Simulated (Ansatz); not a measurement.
## CdS (model structure, started from the NiAs type, P6₃/mmc, No. 194, 4 atoms in the cell): properties by level of theory

```tsv
level (code)	lattice parameter a (Å)	c axis length (Å)
PBE (Ansatz)	3.877	6.478
PBEsol (Ansatz)	(withheld)	6.364
PBE-D3(BJ) (Ansatz)	(withheld)	6.410
```

Q: Some entries are withheld; supply them.

A: 
- PBEsol (Ansatz, a program for electronic structure), lattice parameter a (Å): 3.809
- PBE-D3(BJ) (Ansatz), lattice parameter a (Å): 3.819

Ansatz's density-functional and Hartree–Fock values are scalar-relativistic unless marked +SOC, with PAW data made under PBE.

Static lattice: no zero-point or thermal effects.

A model structure was made by putting elements into a prototype or built by hand; it is no filed structure, need not be a known phase, and can be a saddle point held by its symmetry.
